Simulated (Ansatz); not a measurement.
Input and output of a self-consistent single point for MoRu₃ (P3m1, 8 atoms in the cell) (Ansatz, an electronic-structure program).

Level of theory: PBEsol, default PAW files made with PBE (plane waves; Ansatz).

```
MoRu3
1.0
    5.44779     0.00000     0.00000
   -2.72389     4.71792     0.00000
    0.00000     0.00000     4.32848
Mo Ru
2 6
Direct
  0.66667   0.33333   0.26155
  0.33333   0.66667   0.75000
  0.83388   0.16612   0.75000
  0.16612   0.83388   0.25000
  0.66776   0.83388   0.25000
  0.33224   0.16612   0.75000
  0.83388   0.66776   0.75000
  0.16612   0.33224   0.25000
```

Reference input (self-consistent single point, DFT, PBEsol, plane waves, default PAW files made with PBE): basis.ecutwfc = 420 eV; kpoints.mp_grid.grid = 4 4 5; hamiltonian.xc = pbesol; hamiltonian.pseudopotentials = {kind: paw} (the program's default PAW files); scf.occupations.method = fermi_dirac; scf.occupations.width = 0.1 eV. This run's input differs from it in these lines:

Ansatz 0.2 input:
```diff
@@ -18,3 +18,3 @@
 kpoints:
-  mp_grid: { grid: [4, 4, 5] }
+  mp_grid: { grid: [9, 9, 10] }
 hamiltonian:
```

Log, with long lists cut:

```
SCF iter   1: F=—  HF=-44694.544190 eV  |F-HF|=—  |Δ(HF+E_count)|=         —  Δρ=1.42e-2  dr2=3.09e-1  ethr=1.77e-3  ⟨swp⟩=5.0  Hψ=23015  notcnv=0
all-band conjugate gradients solve this SCF's bands
preconditioner: auto → Kerker (q_TF=auto, 2.778 Å⁻¹)
SCF iter   2: F=—  HF=-44694.524397 eV  |F-HF|=—  |Δ(HF+E_count)|=   1.98e-2  Δρ=6.73e-3  dr2=7.35e-2  ethr=2.49e-4  ⟨swp⟩=1.0  Hψ=8700  notcnv=0
SCF iter   3: F=—  HF=-44694.518918 eV  |F-HF|=—  |Δ(HF+E_count)|=   5.48e-3  Δρ=9.92e-4  dr2=9.77e-4  ethr=5.93e-5  ⟨swp⟩=1.2  Hψ=7529  notcnv=0
SCF iter   4: F=—  HF=-44694.518819 eV  |F-HF|=—  |Δ(HF+E_count)|=   9.89e-5  Δρ=1.29e-4  dr2=1.54e-5  ethr=7.88e-7  ⟨swp⟩=2.0  Hψ=13491  notcnv=0
SCF iter   5: F=—  HF=-44694.518749 eV  |F-HF|=—  |Δ(HF+E_count)|=   6.95e-5  Δρ=5.36e-5  dr2=4.38e-6  ethr=1.24e-8  ⟨swp⟩=2.0  Hψ=11838  notcnv=0
SCF iter   6: F=-44694.518749 eV  HF=-44694.518749 eV  |F-HF|=3.00e-8  |Δ(HF+E_count)|=   3.46e-7  Δρ=9.51e-6  dr2=8.08e-8  ethr=8.06e-11  ⟨swp⟩=3.3  Hψ=31712  notcnv=0
SCF 1 converged in 6 iterations: F = -44694.518749 eV  dr2 = 8.08e-8
Free energy (F): -44694.518749 eV
Internal energy: -44694.259813 eV  (E = F + TS)
E sigma→0 (E₀):  -44694.389281 eV
Entropy (-TS):   -0.258936 eV (-32.367 meV/atom)
Fermi energy:    22.763887 eV
--- Forces (eV/Å), atoms counted from 1 ---
  atom   1  Mo    -0.00000000     0.00000000    -0.41978531
  atom   2  Mo    -0.00000000    -0.00000000    -0.08938373
  atom   3  Ru    -0.04351873     0.02512555     0.10592997
  atom   4  Ru     0.05712313    -0.03298005     0.06379875
  atom   5  Ru    -0.05712312    -0.03298006     0.06379875
  atom   6  Ru     0.04351873     0.02512555     0.10592997
  atom   7  Ru     0.00000000    -0.05025110     0.10592997
  atom   8  Ru    -0.00000000     0.06596010     0.06379875
--- Stress (GPa, compression-positive) ---
       -2.546886       0.000000      -0.000000
        0.000000      -2.546886       0.000000
       -0.000000       0.000000      -3.158995
  P = ⅓ Tr σ = -2.7509 GPa (-27.509 kbar)
  The stress holds the Pulay correction. Without it, at fixed plane waves, as pw.x and ABINIT print it: P = -2.7897 GPa
```

The run converged in 6 iterations. Against the reference run the free energy falls by 7.0 meV/atom, the pressure stays near -2.75 GPa while the zz stress (positive for compression) goes from -4.11 to -3.16 GPa and the largest force goes from 0.364 to 0.420 eV/Å.

The starting cell comes from a database of computed structures (which also holds hypothetical and non-ambient phases and stackings), without a prior relaxation at this level. Its lattice was rescaled by up to half a per cent. One atom was moved a little off its site on purpose. Spin polarisation is off. Ansatz's pressure includes its estimate of the finite-basis (Pulay) stress.

Cost on one core of a shared machine: roughly 60 s.
